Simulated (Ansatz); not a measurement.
**PdCl2 in the fluorite structure (space group Fm-3m, No. 225; ferromagnetic; a hypothetical phase, not in the database extracts checked)**

PdCl2 is taken in the cubic space group Fm-3m (No. 225), the fluorite structure, Pearson symbol cF12. Lattice parameters: a = b = c = 6.169 Å, α = β = γ = 90.00°. Pd on 4a sees 8 Cl at 2.671 Å (cubic). Cl on 8c sees 4 Pd at 2.671 Å (tetrahedral). (Neighbours: up to the widest gap in distance over summed covalent radii, below 1.35, at either atom; cation-cation and far metal-metal contacts left out.)
(The calculation used a cell of 3 atoms; values per cell refer to that cell.)

All numbers come from DFT with PBEsol, PAW potentials and a 420 eV plane-wave cutoff in Ansatz (a program for electronic structure), no spin-orbit coupling. k-mesh 13×13×13 (Γ-centred); smearing 0.05 eV (Fermi–Dirac).

- Volume per atom = 19.57 Å³
- Density = 5.02 g/cm³
- Band gap = zero
- Magnetic state = ferromagnetic
- Total energy = -3009.398 eV/atom (σ→0; compares only within this code and set-up)

Other magnetic orders, which the real material may have, were not ruled out. No phonon test of stability was made. No Hubbard U is applied, and correlation can decide whether such a compound is a metal.
